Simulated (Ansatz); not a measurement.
## ZnS under a change: uniaxial strain ε_xx = −0.38 %

Consider ZnS in the zinc blende structure (space group F-43m, No. 216; a = 5.390 Å). Axes: x, y, z lie along the cube axes.

It is then changed as follows: the cell is compressed by 0.38 % along x with no lateral relaxation, atoms relaxed at fixed cell.

Level of theory: r2SCAN in Ansatz (plane waves to 500 eV, PAW, without spin-orbit coupling), earlier PAW set. Γ-centred 11×11×11 mesh, Fermi–Dirac width 0.05 eV.

* **Space group**: I-4m2 (No. 119) (base F-43m (No. 216))
* **Shortest interatomic distance**: 2.331 Å (base 2.334 Å)
* **Energy relative to the base (free energy F)**: +0.1 meV/atom
* **Pressure (mean of the normal stresses, compression positive)**: 0.30 GPa (base 0.00 GPa)
* **Band gap**: 2.71 eV (base 2.70 eV)
* **Gap character**: direct at Γ (base direct at Γ)
* **Electron mass**: 0.19 mₑ (at Γ) (base 0.19 mₑ (at Γ))
* **Valence-band top at Γ (three highest levels, from the VBM)**: 0.00, -0.01, -0.01 eV (base 0.00, 0.00, 0.00 eV)
* **Valley order (the lowest conduction-band minima on the path, energy above the VBM, named in the base's zone)**: Γ 2.71 eV; X along [100] 3.68 eV; X along [001] 3.70 eV; L along [1-1-1] 3.82 eV (base Γ 2.70 eV; X along ⟨100⟩ 3.71 eV; L along ⟨111⟩ 3.82 eV)
* **Stress (xx, yy, zz, yz, xz, xy; compression positive)**: (0.40, 0.24, 0.24, 0.00, 0.00, 0.00) GPa

Cost of the whole job for the changed cell (relaxation, final SCF and bands): roughly 50 core-seconds.

Effective masses come from finite differences of ±0.01 Å⁻¹. Stability against distortions was not tested. Labels are those of the standard path for the cell's own space group.

Ansatz is a program for electronic structure.
